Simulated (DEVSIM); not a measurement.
Structure: Mo/SiO2/p-InP capacitor, at 300 K.

Layer 1 from the left is SiO2, thickness (nm) 2.00. Layer 2 from the left is InP, thickness (nm) 14000, Na (cm⁻³) 2e15.

Metal gate on the left, work function 4.6 eV. Fixed charge at the semiconductor interface 9.5e11 cm⁻² (in units of +e); interface traps 1e12 cm⁻² eV⁻¹, uniform in energy, neutral level at 0.5 of the gap above the valence band.

Constants are typed, rounded textbook-type inputs, not results; the design itself was drawn at random and stands for no fabricated device. Values at 300 K.

SiO2: gap (eV) 9, affinity (eV) 0.9, permittivity 3.9. InP: gap (eV) 1.344, affinity (eV) 4.38, permittivity 12.5, Nc (cm⁻³) 5.7e17, Nv (cm⁻³) 1.1e19.

Simulated with DEVSIM: 1D Poisson equation in equilibrium, Boltzmann statistics, complete ionisation; no quantum confinement or tunnelling. Metal contacts follow the ideal Schottky-Mott rule: no Fermi-level pinning, no interface dipoles.

Task: What does the simulation give for the minimum of the low-frequency capacitance, the threshold voltage (band bending 2φF), the flat-band voltage?

Result: minimum of the low-frequency capacitance 0.159 μF/cm²; threshold voltage (band bending 2φF) 0.05 V; flat-band voltage -1.03 V.
